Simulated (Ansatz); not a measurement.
The starting structures come from a database of crystals and need not be the phases stable at ambient conditions.

The decay constant κ of evanescent states in the gap governs leakage through a thin film.

```
Cu2RbBr3
1.0
    5.20152     0.00000     0.00000
    0.00000    10.14772     0.00000
    0.00000     5.07386     6.41998
Rb Cu Br
2 4 6
Cartesian
  1.30038   5.07386   2.57043
  3.90114  10.14772   3.84955
  0.00000   8.40363   0.00000
  0.00000   1.74409   0.00000
  2.60076   1.74409   0.00000
  2.60076   8.40363   0.00000
  1.30038  12.28655   4.76786
  3.90114   2.93503   1.65212
  3.90114   7.21269   1.65212
  1.30038   8.00889   4.76786
  1.30038  10.14772   1.38530
  3.90114   5.07386   5.03468
```

Space group of this cell: Cmcm. The cell is taken as given.

Transport runs along the normal of the first two printed cell vectors.

The gap is the functional's own. No spin-orbit coupling. Mid-gap values are interpolated on the energy grid.

Problem. Compute, with r2SCAN in Ansatz (an electronic-structure program), the band gap and the smallest decay constant κ at mid-gap.

Solution. Gap 2.14 eV on a 6×6×6 mesh; κ = 0.249 1/Å, at the zone centre.
